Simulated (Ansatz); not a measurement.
For YGe (model structure, started from the TiAs type, P6₃/mmc, No. 194, 8 atoms in the cell), PBEsol in Ansatz (PAW) gives:

```
Item                          Value
-------------------  --------------
lattice parameter a         3.835 Å
lattice parameter c        15.409 Å
formation enthalpy   -0.654 eV/atom
```

Question: What does PBE-D3(BJ) in Ansatz (plane waves, PAW) give for the same quantities?

Answer: 
- lattice constant a: 3.843 Å (grows by 0.2 %)
- lattice parameter c: 15.455 Å (grows by 0.3 %)
- formation enthalpy: -0.662 eV/atom (moves by -0.008 eV/atom)

Changes are worked out from the printed values.

Unless a cell is named, each level is at its own relaxed cell (PBEsol 24.54, PBE-D3(BJ) 24.71 Å³/atom).

Ansatz's density-functional and Hartree–Fock values are scalar-relativistic unless marked +SOC, with PAW data made under PBE.

A model structure was made by putting elements into a prototype or built by hand; it is no filed structure, need not be a known phase, and can be a saddle point held by its symmetry.

Ansatz is a first-principles code.
